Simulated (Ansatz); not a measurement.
**W₂Ge (model structure, started from the Ni2In type, P6₃/mmc, No. 194, 6 atoms in the cell)**

These are PBE-D3(BJ) (Ansatz, an electronic-structure program, plane waves, PAW) values and carry that method's errors.

Run with plane-wave cutoff 500 eV, 12×12×8 k mesh (along the axes of the cell as run), Fermi–Dirac smearing 0.05 eV, no spin polarisation, scalar-relativistic PAW data made under PBE.

Cell (relaxed at this level):

```yaml
crystal:
  lattice:
    - [4.49721, 0.00000, 0.00000]
    - [-2.24860, 3.89470, 0.00000]
    - [0.00000, 0.00000, 5.22297]
  atoms:
    - { symbol: Ge, position: [0.33333, 0.66667, 0.25000] }
    - { symbol: Ge, position: [0.66667, 0.33333, 0.75000] }
    - { symbol: W, position: [0.00000, 0.00000, 0.00000] }
    - { symbol: W, position: [0.00000, 0.00000, 0.50000] }
    - { symbol: W, position: [0.33333, 0.66667, 0.75000] }
    - { symbol: W, position: [0.66667, 0.33333, 0.25000] }
```

For W₂Ge (model structure, started from the Ni2In type, P6₃/mmc, No. 194, 6 atoms in the cell), the band gap is none.

Note: the relaxation could raise the start's symmetry but not lower it, so the cell can be a saddle point.

Spin–orbit coupling is not included.

Static lattice: no zero-point or thermal effects.

A model structure was made by putting elements into a prototype or built by hand; it is no filed structure, need not be a known phase, and can be a saddle point held by its symmetry.
